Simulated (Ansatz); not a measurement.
L1₀ (CuAu-type) TiAl: LDA at its full settings (plane-wave cutoff 520 eV, 20×20×14 k mesh (along the axes of the cell as run), Fermi–Dirac smearing 0.05 eV, no spin polarisation, scalar-relativistic PAW data made under PBE) and at cheaper ones, in a cell of 2 atoms with Γ-centred meshes.

```csv
level and setting,lattice parameter a (Å),c axis length (Å),bulk modulus B0 (GPa)
LDA (Ansatz),2.765,4.002,127
LDA (250 eV cutoff) (Ansatz),2.759,4.090,153
LDA (Γ point alone) (Ansatz),2.380,5.966,134
LDA (2×2×2 k mesh) (Ansatz),2.876,3.656,140
LDA (4×4×4 k mesh) (Ansatz),2.809,3.868,128
```

Largest shifts from the full settings: lattice constant a -13.9 % (LDA (Γ point alone)), against a difference of -2.16 % of the full result from the reference 2.826 Å (measured, temperature not stated, not corrected to a static lattice, P4/mmm two-atom cell, a_fct/√2; as tabulated in Zope and Mishin (2003), arXiv:cond-mat/0306298); lattice parameter c +49 % (LDA (Γ point alone)), against a difference of -1.84 % of the full result from the reference 4.077 Å (measured, temperature not stated, not corrected to a static lattice; as tabulated in Zope and Mishin (2003), arXiv:cond-mat/0306298); bulk modulus +20 % (LDA (250 eV cutoff)).

The full settings aren't shown to be converged themselves.

Ansatz's density-functional and Hartree–Fock values are scalar-relativistic unless marked +SOC, with PAW data made under PBE.

Run with cheap settings on purpose, which may leave them unconverged: LDA (250 eV cutoff), LDA (2×2×2 k mesh), LDA (4×4×4 k mesh), LDA (Γ point alone).

Ansatz is a first-principles code.
